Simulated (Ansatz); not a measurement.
Abridged Ansatz (a program for electronic structure) output:

```
Relaxation: its limit of steps is 60 (relax.max_steps)
Pseudopotential: Al, paw, valence charge 3
Pseudopotential: Ti, paw, valence charge 12
Crystal: 4 atoms, lattice volume = 63.155 Å³
Basis set: ecut = 500 eV, 1579 PW (Γ), exchange–correlation on 160×160×160 points (64 copies of the dense FFT grid, shifted against one another)
Bands: 15, of which v1, the nominal top of the filled ones, is band 11 counted from 1 (10 counted from 0)
Symmetry: 16 space group operations
k-points: 405 of 4913
Functional: x = r2scan, c = r2scan; τ floored in thin density (d = 2e-4 eV/Å³)
SCF iter   1: F=—  HF=-4127.311428 eV  |F-HF|=—  |Δ(HF+E_count)|=         —  Δρ=1.26e-2  dr2=1.34e-1  dr2_τ=2.70e-2  ethr=1.77e-3  ⟨swp⟩=5.7  Hψ=36186  notcnv=0
SCF iter   2: F=—  HF=-4127.350037 eV  |F-HF|=—  |Δ(HF+E_count)|=   3.86e-2  Δρ=5.02e-3  dr2=1.95e-2  dr2_τ=3.58e-3  ethr=6.39e-4  ⟨swp⟩=2.9  Hψ=15256  notcnv=0
SCF 1 converged in 7 iterations: F = -4127.348928 eV  dr2 = 1.24e-8
relax step   1: F+E_penalty+E_count = -4127.34892785 eV  Δ(F+E_penalty+E_count) = +0.000e0 eV  max|allowed force component| = 1.561e-17 eV/Å  Δτ_max = 0.0000 Å  P = -1.007 GPa  Ω = 63.155 Å³  (7 SCF iters, dr2 threshold 1.00e-7 eV, accepted)
[... steps on the carried basis left out ...]
relax step   4: F+E_penalty+E_count = -4127.34344279 eV  Δ(F+E_penalty+E_count) = -1.011e-4 eV  max|allowed force component| = 1.735e-18 eV/Å  Δτ_max = 0.0000 Å  P = -2.008 GPa  Ω = 63.736 Å³  stress off target by 1.12e-2 GPa  SCF on the basis re-selected at this cell (its energy is not comparable with the rows above)  (6 SCF iters)
SCF converged after 6 iterations
Free energy (F): -4127.343443 eV
Internal energy: -4127.329965 eV  (E = F + TS)
E sigma→0 (E₀):  -4127.336704 eV
Entropy (-TS):   -0.013477 eV (-3.369 meV/atom)
Fermi energy:    9.499907 eV
--- Forces (eV/Å), atoms counted from 1 ---
  atom   1  Al     0.00000000     0.00000000     0.00000000
  atom   2  Al     0.00000000     0.00000000     0.00000000
  atom   3  Al     0.00000000     0.00000000     0.00000000
  atom   4  Ti     0.00000000     0.00000000    -0.00000000
--- Stress (GPa, compression-positive) ---
       -2.011236       0.000000      -0.000000
        0.000000      -2.011236      -0.000000
        0.000000      -0.000000      -2.000099
  P = ⅓ Tr σ = -2.0075 GPa (-20.075 kbar)
--- Relaxed structure (3 steps of the walk, 3 accepted, 1 SCFs on fresh bases) ---
  cell:  # Å, volume = 63.7364 Å³
    - [-1.923350508871638, 1.923350508871638, 4.307355200140219]
    - [1.923350508871638, -1.923350508871638, 4.307355200140219]
    - [1.923350508871638, 1.923350508871638, -4.307355200140219]
  atoms:
    - { symbol: Al, position: [0.5, 0.5, -8.036013524386555e-34] }
    - { symbol: Al, position: [0.75, 0.25000000000000006, 0.5] }
    - { symbol: Al, position: [0.25000000000000006, 0.75, 0.5] }
    - { symbol: Ti, position: [-1.3101694221815984e-34, 4.319527702119346e-34, 3.1228145720860987e-34] }
```

Question: What was computed, and what are the main results?

Answer: TiAl3, 4 atoms in the cell, with r2SCAN, PAW, 500 eV (Ansatz; no spin-orbit coupling), from a series relaxed to a target (pressure −2 GPa). The last SCF converged to F = -4127.343443 eV, or -1031.8359 eV per atom, at a pressure of -2.01 GPa. The total energy compares only with runs of the same code, potentials and settings.

Load acts through the strain it causes; cell and atoms are relaxed under it. No phonon test of stability was made. All final runs are without spin polarisation. The cell was made from TiAl3 (space group I4/mmm, No. 139) by this change: pressure −2 GPa.

Keys are those of Ansatz 0.2.
